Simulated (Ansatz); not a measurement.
Consider CdSe in the zinc blende structure (space group F-43m, No. 216; a = 6.0816 Å).

The values are results of PBEsol (Ansatz, a quantum-chemistry and plane-wave program), no SOC, not measurements.

For the base:

- Electron mass = 0.049 mₑ (at Γ)
- Gap character = direct at Γ

Modification: an isotropic linear strain of +3.00 %, atoms relaxed at fixed cell.

Question: Predict the new mean gap deformation potential ΔEg/Δln V, electron mass, gap character and energy relative to the base.

Answer: The mean gap deformation potential ΔEg/Δln V is -1.9 eV; the electron mass becomes 0.035 mₑ (at Γ) (base: 0.049 mₑ (at Γ)); the gap character is still direct at Γ; the energy goes up by 33 meV/atom.

Effective masses come from finite differences of ±0.01 Å⁻¹. Stability against distortions was not tested.
